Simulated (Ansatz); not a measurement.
Response to strain in GaN

Start from GaN in the zinc blende structure (space group F-43m, No. 216).

```
CELL_PARAMETERS angstrom
      0.00000     2.24896     2.24896
      2.24896     0.00000     2.24896
      2.24896     2.24896     0.00000
ATOMIC_POSITIONS crystal
  N  0.75000 0.75000 0.75000
  Ga 0.00000 0.00000 0.00000
```

Cartesian axes are those of the cell as printed.

Strains are applied to the cell and any free atomic positions relax; under biaxial strain the out-of-plane vector relaxes too; under stress the whole cell relaxes.

Method: Kohn–Sham DFT with the r2SCAN functional, run in Ansatz (an electronic-structure program) with PAW and 500 eV plane waves, without spin-orbit coupling.

Notes on the quantities. energy relative to the base: free energy F; pressure: mean of the normal stresses, compression positive.

```tsv
variant	energy relative to the base	electron mass	pressure	volume per atom	space group
base	0 meV/atom	0.17 mₑ (at Γ)	0.0 kbar	11.37 Å³	F-43m (No. 216)
biaxial strain −1.01 %, plane normal [111], relaxed out of plane	+3.4 meV/atom	–	32.3 kbar	11.20 Å³	R3m (No. 160)
isotropic strain −2.90 %	+58 meV/atom	0.21 mₑ (at Γ)	209.7 kbar	10.41 Å³	F-43m (No. 216)
isotropic strain −2.10 %	+30 meV/atom	0.20 mₑ (at Γ)	143.5 kbar	10.67 Å³	F-43m (No. 216)
uniaxial strain ε_xx = −5.93 %	+37 meV/atom	0.19 mₑ along x, 0.20 mₑ across (at Γ)	133.5 kbar	10.70 Å³	I-4m2 (No. 119)
uniaxial strain ε_yy = −4.17 %	+18 meV/atom	–	90.2 kbar	10.90 Å³	I-4m2 (No. 119)
uniaxial strain ε_yy = −2.52 %	+6.5 meV/atom	0.18 mₑ (at Γ)	52.5 kbar	11.09 Å³	I-4m2 (No. 119)
uniaxial strain ε_zz = −1.02 %	+1.1 meV/atom	0.18 mₑ (at Γ)	20.5 kbar	11.26 Å³	I-4m2 (No. 119)
uniaxial stress, 1 GPa tension along z	+0.2 meV/atom	0.17 mₑ (at Γ)	–	11.39 Å³	I-4m2 (No. 119)
uniaxial stress, 0.5 GPa tension along x	0.0 meV/atom	0.17 mₑ (at Γ)	–	11.38 Å³	I-4m2 (No. 119)
```

The levels and masses belong to the bands next to the band gap. Effective masses come from finite differences of ±0.01 Å⁻¹. Stability under load was not tested beyond the relaxation. This is not the structure that GaN has at room temperature and ambient pressure.
